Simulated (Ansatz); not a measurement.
Take Cu$_{3}$N (space group Pm-3m, No. 221) as the base.

```xyz
4
Lattice="3.7648 0.0000 0.0000 0.0000 3.7648 0.0000 0.0000 0.0000 3.7648" Properties=species:S:1:pos:R:3 pbc="T T T"
N      0.0000     0.0000     0.0000
Cu     1.8824     0.0000     0.0000
Cu     0.0000     0.0000     1.8824
Cu     0.0000     1.8824     0.0000
```

Cartesian axes are those of the cell as printed.

Level of theory: plane-wave PAW DFT at the PBEsol level (Ansatz, a quantum-chemistry and plane-wave program, 420 eV), without spin-orbit coupling, earlier PAW set.

Strains are applied to the cell and any free atomic positions relax; under biaxial strain the out-of-plane vector relaxes too; under stress the whole cell relaxes.

One change was made to it. Results:

```tsv
quantity	base	after
volume per atom	13.34 Å³	13.36 Å³
energy relative to the base (free energy F)	0 meV/atom	0.0 meV/atom
band gap	zero	zero
```

Problem. Name the change that was made.
A) biaxial strain −3.42 %, plane normal [001], relaxed out of plane
B) isotropic strain −0.60 %
C) biaxial strain −3.32 %, plane normal [110], relaxed out of plane
D) uniaxial stress, 0.5 GPa tension along x

Solution. D, uniaxial stress, 0.5 GPa tension along x. For comparison, the energy relative to the base in the other runs: biaxial strain −3.42 %, plane normal [001], relaxed out of plane gives +35 meV/atom; biaxial strain −3.32 %, plane normal [110], relaxed out of plane gives +18 meV/atom; isotropic strain −0.60 % gives +1.8 meV/atom.

Beyond what the load breaks, stability against distortions was not tested. The final runs are not spin-polarised. Gaps under 0.05 eV, about the width of the smearing, are given as zero. A zero or small gap of Cu3N can be the functional's error rather than a property of the material.
